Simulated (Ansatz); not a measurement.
# TaAgO3 (Pm-3m, No. 221, 5 atoms in the cell; start mp-1187189)

Computed with r²SCAN (PAW; Ansatz, a quantum-chemistry and plane-wave program).

Run with plane-wave cutoff 560 eV, 8×8×8 k mesh, Fermi–Dirac smearing 0.01 eV, no spin polarisation, scalar-relativistic PAW data made under PBE.

Cell (relaxed with PBEsol):

```yaml
crystal:
  lattice:
    - [3.95145, 0.00000, 0.00000]
    - [0.00000, 3.95145, 0.00000]
    - [0.00000, 0.00000, 3.95145]
  atoms:
    - { symbol: Ta, position: [0.00000, 0.00000, 0.00000] }
    - { symbol: Ag, position: [0.50000, 0.50000, 0.50000] }
    - { symbol: O, position: [0.00000, 0.00000, 0.50000] }
    - { symbol: O, position: [0.50000, 0.00000, 0.00000] }
    - { symbol: O, position: [0.00000, 0.50000, 0.00000] }
```

```json
{
 "band_gap": "2.39 eV",
 "smallest_direct_gap_on_the_k_points_sampled": "2.67 eV",
 "direct gap at Γ": "3.54 eV"
}
```

Note: cell and atoms aren't relaxed at this level (pressure 1.1 GPa).

Spin–orbit coupling is not included.

Static lattice: no zero-point or thermal effects.

A start named mp-… is a Materials Project structure, which need not be a measured phase.
